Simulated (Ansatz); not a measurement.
Take Ti3Al (space group P6_3/mmc, No. 194; a = 5.747 Å, c = 4.632 Å) as the base. Axes: x lies along a and z along c of the hexagonal cell.

Level of theory: DFT with r2SCAN, PAW potentials and a 500 eV plane-wave cutoff in Ansatz (an electronic-structure program), no SOC.

Base values:

| Quantity | Value |
|---|---|
| Shortest interatomic distance | 2.813 Å |

It is then changed as follows: uniaxial stress, 1 GPa tension along x, with the cell and atoms free to relax against it.

Question: How does this affect the shortest interatomic distance and energy relative to the base?

Answer: The shortest interatomic distance grows by 0.004 Å, from 2.813 Å to 2.817 Å; the energy increases by 0.3 meV/atom.

Load acts through the strain it causes; cell and atoms are relaxed under it. Stability under load was not tested beyond the relaxation. The final runs are not spin-polarised.
